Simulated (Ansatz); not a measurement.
Band structure of Ca₂Ge (Fm-3m, 3 atoms in the cell).

```
Ca2Ge
1.0
    0.00000     3.66486     3.66486
    3.66486     0.00000     3.66486
    3.66486     3.66486     0.00000
Ca Ge
2 1
Direct
  0.75000   0.75000   0.75000
  0.25000   0.25000   0.25000
  0.00000   0.00000   0.00000
```

Level of theory: PBEsol, default PAW files made with PBE (plane waves; Ansatz, an electronic-structure program).

Settings: kpoints.mp_grid.grid = 4 4 4; hamiltonian.xc = pbesol; hamiltonian.pseudopotentials = {kind: paw} (the program's default PAW files); scf.occupations.method = fixed; kpoints.band_path.npoints = 8.

The starting cell comes from a database of computed structures (which also holds hypothetical and non-ambient phases and stackings), without a prior relaxation at this level. Its lattice was rescaled by a random factor within 2.5 % of one.

Q: Predict the gap along the standard path and the places of the band edges.

A: The gap along the path is 0.59 eV, from a point between K and Γ to X; the smallest direct gap on it is 0.60 eV.

Levels in eV from the top of the valence band on the path, bands 14 to 20:
```json
[
 {"point": "Γ", "14": "-7.13", "15": "-0.28", "16": "-0.28", "17": "-0.28", "18": "1.02", "19": "1.92", "20": "1.92"},
 {"point": "X", "14": "-6.47", "15": "-1.89", "16": "-0.01", "17": "-0.01", "18": "0.59", "19": "1.67", "20": "2.54"},
 {"point": "W", "14": "-6.47", "15": "-1.18", "16": "-1.18", "17": "-0.33", "18": "1.20", "19": "2.56", "20": "2.56"},
 {"point": "K", "14": "-6.49", "15": "-1.53", "16": "-0.91", "17": "0.00", "18": "1.02", "19": "2.34", "20": "2.70"},
 {"point": "L", "14": "-6.63", "15": "-1.89", "16": "-0.02", "17": "-0.02", "18": "2.39", "19": "2.42", "20": "2.42"},
 {"point": "U", "14": "-6.49", "15": "-1.53", "16": "-0.91", "17": "0.00", "18": "1.02", "19": "2.34", "20": "2.70"}
]
```

Keys are those of Ansatz 0.2.
